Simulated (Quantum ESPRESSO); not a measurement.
Quantum ESPRESSO 7.5, DFT, PBE, plane waves, SSSP 1.1.2 efficiency PBE: bcc Mo, atoms displaced (Mo8), 8 atoms. Basis and mesh were picked for this test and aren't claimed converged.

```yaml
cell: 6.29, 6.29, 3.15 Å; 90, 90, 90°
distance_to_the_nearest_atom: 2.26 to 2.56 Å
task: scf
k mesh: 2×2×4
ecutwfc: 45 Ry
ecutrho: 360 Ry
occupations: smearing
smearing: mv
degauss: 0.02 Ry
conv_thr: 8e-09 Ry
tprnfor: true
tstress: false
k-point pools (-nk): 4
diagonalization: david (default)
k-points computed: 12
bands: 67
electrons: 112
G-vectors of the density: 97067
FFT grid: 72×72×36
```

One run each.

All on 8 ranks. Base settings, kept where nothing else is said: mixing_mode = plain (default), mixing_beta = 0.7 (default), mixing_ndim = 8 (default). The settings tried:
- mixing_ndim = 16
- mixing_mode = local-TF, mixing_beta = 0.2
- mixing_mode = local-TF, mixing_beta = 0.4
- mixing_ndim = 4
- mixing_mode = local-TF, mixing_beta = 0.1
- mixing_mode = TF, mixing_beta = 0.1
- the base settings
- mixing_beta = 0.2
- mixing_mode = TF, mixing_beta = 0.4
- mixing_mode = TF
- mixing_mode = TF, mixing_beta = 0.2
- mixing_ndim = 2
- mixing_beta = 0.1
- mixing_mode = TF, mixing_beta = 1
- mixing_beta = 0.4
- mixing_mode = local-TF
- mixing_beta = 1

Problem. Which settings need the fewest SCF iterations, which the most, and do any fail to converge?

Solution. Fewest SCF iterations, with those close behind: mixing_mode = local-TF (10); mixing_mode = local-TF, mixing_beta = 0.4 (12); mixing_mode = TF (13); mixing_mode = TF, mixing_beta = 1 (13). Most among those that reach the base run's result: mixing_mode = TF, mixing_beta = 0.1 (24); mixing_beta = 1 (24). No convergence: mixing_ndim = 2 (not converged after the 100 iterations allowed); mixing_ndim = 4 (not converged after the 100 iterations allowed).

```csv
setting,SCF iterations,end
mixing_mode = local-TF,10,converged
"mixing_mode = local-TF, mixing_beta = 0.4",12,converged
mixing_mode = TF,13,converged
"mixing_mode = TF, mixing_beta = 1",13,converged
"mixing_mode = TF, mixing_beta = 0.4",14,converged
"mixing_mode = TF, mixing_beta = 0.2",17,converged
mixing_ndim = 16,17,converged
mixing_beta = 0.1,18,converged
mixing_beta = 0.2,18,converged
"mixing_mode = local-TF, mixing_beta = 0.2",18,converged
mixing_beta = 0.4,19,converged
"mixing_mode = local-TF, mixing_beta = 0.1",19,converged
the base settings,20,converged
mixing_beta = 1,24,converged
"mixing_mode = TF, mixing_beta = 0.1",24,converged
mixing_ndim = 2,100,not converged
mixing_ndim = 4,100,not converged
```
